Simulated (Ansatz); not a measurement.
Take GaP in the zinc blende structure (space group F-43m, No. 216; a = 5.451 Å) as the base.

The values are results of DFT with r2SCAN, PAW potentials and a 500 eV plane-wave cutoff in Ansatz (a first-principles code), scalar-relativistic without spin-orbit coupling, not measurements.

Base values:

The density is 4.13 g/cm³. The band gap is 1.85 eV and the gap character is indirect, Γ → Γ–X (87 % along).

It is then changed as follows: every P is replaced by N, then cell and atoms are relaxed.

Tabulated Pauling electronegativity and covalent radius: P 2.19, 1.07 Å; N 3.04, 0.71 Å.

How does this affect the density, band gap and gap character?

The density goes up by 1.98 g/cm³ to 6.11 g/cm³; the band gap grows by 0.32 eV to 2.17 eV; the gap character goes from indirect, Γ → Γ–X (87 % along) to direct at Γ.

Whether these cells are dynamically stable was not tested. This is not the structure that GaN has at room temperature and ambient pressure.
